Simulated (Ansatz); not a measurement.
# Worked example: self-consistent single point of ScCd (Pm-3m, 2 atoms in the cell) in Ansatz

Method: LDA (PW92), default PAW files made with PBE (plane waves; Ansatz, an electronic-structure program).

Input:

Ansatz 0.2 input:
```yaml
# ScCd
crystal:
  lattice:
    - [3.543891, 0.000000, 0.000000]
    - [0.000000, 3.543891, 0.000000]
    - [0.000000, 0.000000, 3.543891]
  atoms:
    - { symbol: Sc, position: [0.500000, 0.500000, 0.500000] }
    - { symbol: Cd, position: [0.000000, 0.000000, 0.000000] }
basis:
  ecutwfc: 420.0 eV
kpoints:
  mp_grid: { grid: [9, 9, 9] }
hamiltonian:
  xc: lda
  pseudopotentials: { kind: paw }
scf:
  occupations: { method: gaussian, width: 0.1 eV }
output:
  forces: true
  eigenvalues: true
  stress: true
```

Output, abridged:

```
WARN ansatz: RAYON_NUM_THREADS=1 ignored (pool sized by the plan → 1); use --threads N
Pseudopotentials: kind: paw
Pseudopotential: Sc, paw, valence charge 11
Pseudopotential: Cd, paw, valence charge 20
Crystal: 2 atoms, lattice volume = 44.508 Å³
Basis set: ecut = 420 eV, 895 PW (Γ)
Bands: 20, of which v1, the nominal top of the filled ones, is band 16 counted from 1 (15 counted from 0)
Symmetry: 48 space group operations
Space group: Pm-3m (ITA 221), of the structure as read, at distance tolerance 3.5e-5 Å
k-points: 35 of 729
PAW frozen core: Sc, regenerated for the run's functional, and the local potential with it
PAW frozen core: Cd, regenerated for the run's functional, and the local potential with it
Initial density: superposition of atomic densities (neutral atoms: chi_scale 0, normalization atom), corrected by the library's trained network
Initial wavefunctions: pseudopotential atomic-orbital guess
Eigensolver: davidson
Functional: x = slater, c = lda
SCF iter   1: F=—  HF=-10207.540153 eV  |F-HF|=—  |Δ(HF+E_count)|=         —  Δρ=8.05e-3  dr2=2.02e-2  ethr=1.77e-3  ⟨swp⟩=3.8  Hψ=2647  notcnv=0
all-band conjugate gradients solve this SCF's bands
preconditioner: auto → Resta (q_TF=auto, 2.569 Å⁻¹)
SCF iter   2: F=—  HF=-10207.534488 eV  |F-HF|=—  |Δ(HF+E_count)|=   5.67e-3  Δρ=2.57e-3  dr2=1.38e-3  ethr=6.52e-5  ⟨swp⟩=2.0  Hψ=1382  notcnv=0
SCF iter   3: F=—  HF=-10207.534312 eV  |F-HF|=—  |Δ(HF+E_count)|=   1.76e-4  Δρ=9.53e-4  dr2=1.14e-4  ethr=4.45e-6  ⟨swp⟩=2.7  Hψ=1056  notcnv=0
SCF iter   4: F=—  HF=-10207.534345 eV  |F-HF|=—  |Δ(HF+E_count)|=   3.38e-5  Δρ=1.92e-4  dr2=9.96e-6  ethr=3.68e-7  ⟨swp⟩=2.4  Hψ=1096  notcnv=0
SCF iter   5: F=—  HF=-10207.534362 eV  |F-HF|=—  |Δ(HF+E_count)|=   1.64e-5  Δρ=4.81e-5  dr2=1.13e-6  ethr=3.21e-8  ⟨swp⟩=2.5  Hψ=1140  notcnv=0
SCF iter   6: F=-10207.534362 eV  HF=-10207.534362 eV  |F-HF|=8.55e-9  |Δ(HF+E_count)|=   2.62e-8  Δρ=9.13e-6  dr2=2.22e-8  ethr=3.23e-10  ⟨swp⟩=2.6  Hψ=2238  notcnv=0
SCF 1 converged in 6 iterations: F = -10207.534362 eV  dr2 = 2.22e-8
SCF converged after 6 iterations
Free energy (F): -10207.534362 eV
Harris-Foulkes:  -10207.534362 eV  (|F-HF|=8.55e-9)
Internal energy: -10207.523978 eV  (E = F + TS)
E sigma→0 (E₀):  -10207.529170 eV
Entropy (-TS):   -0.010384 eV (-5.192 meV/atom)
Fermi energy:    11.978489 eV
--- Per-component energies (eV) ---
  E_band       = -580.222010
  E_kinetic    = 764.684970
  E_local      = -4022.725870  (includes V_loc(G=0)·N_el)
  E_nonlocal   = 124.033565
  E_hartree    = 1779.166495
  E_xc         = -279.460814
  E_vxc        = -351.007072  (∫ρ·V_xc dr)
  E_paw        = -4854.236170  (= ΣΔE_a)
  E_vpaw       = -653.549138  (= ΣTr[D̂ρ^β])
  E_aug_tail   = 0.000020  (compensation charges beyond the density's cutoff)
  E_ewald      = -3720.057665
  E_core_change = 1.071492  (= ΣΔE_core)
  E_smearing   = -0.010384  (= −TS)
  E_closure    = -0.000000  (closes the sum)
  Σ components = -10207.534362   (vs F -10207.534362, Δ=0.00e0)
--- Forces (eV/Å), atoms counted from 1 ---
  atom   1  Sc     0.00000000     0.00000000    -0.00000000
  atom   2  Cd    -0.00000000    -0.00000000     0.00000000
  max |Σ_I F_I| component: 8.30e-29 eV/Å
--- Stress (GPa, compression-positive) ---
       -6.228867       0.000000       0.000000
        0.000000      -6.228867       0.000000
        0.000000       0.000000      -6.228867
  P = ⅓ Tr σ = -6.2289 GPa (-62.289 kbar)
  The stress holds the Pulay correction. Without it, at fixed plane waves, as pw.x and ABINIT print it: P = -6.2442 GPa
--- Band table (eV; the first three rows and the last of 35) ---
  k-point 0: bands = ["-90.3595", "-51.4738", "-51.4738", "-51.4738", "-37.5653", "-16.4112", "-16.4112", "-16.4112", "3.2412", "3.2412", "3.6529", "3.6529", "3.6529", "4.7369", "12.1313", "12.1313", "14.3072", "14.3072", "14.3072", "16.8415"]
  k-point 1: bands = ["-90.3595", "-51.4742", "-51.4738", "-51.4738", "-37.5644", "-16.4232", "-16.4103", "-16.4103", "3.2512", "3.2835", "3.6391", "3.6391", "3.6571", "4.9067", "12.0578", "12.1326", "14.0342", "14.0342", "14.2978", "16.0755"]
  k-point 2: bands = ["-90.3595", "-51.4751", "-51.4737", "-51.4737", "-37.5622", "-16.4536", "-16.4081", "-16.4081", "3.2768", "3.3857", "3.6043", "3.6043", "3.6679", "5.4183", "11.5677", "12.1357", "13.5418", "13.5418", "14.2738", "15.0809"]
  k-point 34: bands = ["-90.3592", "-51.4765", "-51.4765", "-51.4765", "-37.5441", "-16.4872", "-16.4871", "-16.4871", "3.3353", "3.3476", "3.3476", "3.9112", "3.9112", "10.1250", "10.6091", "10.6091", "13.5080", "14.6529", "14.6529", "15.6838"]
```

The run converged in 6 iterations.

The starting cell comes from a database of computed structures (which also holds hypothetical and non-ambient phases and stackings), without a prior relaxation at this level. Its lattice was rescaled by up to half a per cent. With a pressure of about -6 GPa the cell is away from its equilibrium volume at this level. Ansatz's pressure includes its estimate of the finite-basis (Pulay) stress.
